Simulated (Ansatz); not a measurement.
We consider cubic perovskite CsHgBr3 (idealised or unconfirmed structure), described by r²SCAN+rVV10 (PAW; Ansatz, a first-principles code).

Numerical settings: plane-wave cutoff 560 eV, 10×10×10 k mesh, Fermi–Dirac smearing 0.05 eV, scalar-relativistic PAW data made under PBE.

Computed at the level's own relaxed cell.

Q: Estimate the equilibrium volume per atom, bulk modulus B0, equilibrium lattice constant a and pressure derivative B′ of the bulk modulus that the calculation returns.

A: 
- equilibrium volume per atom: 34.17 Å³/atom
- bulk modulus B0: 30.9 GPa
- equilibrium lattice constant a: 5.549 Å
- pressure derivative B′ of the bulk modulus: 5.2

The run finds no gap.

Note: the relaxation could not lower the start's symmetry, so the cell can be a saddle point above a distorted one.

Spin–orbit coupling is not included; it can open a gap where bands touch, and shift volumes and moduli.

Static lattice: no zero-point or thermal effects.

Cost on a shared machine: around 10 core-minutes (rough).
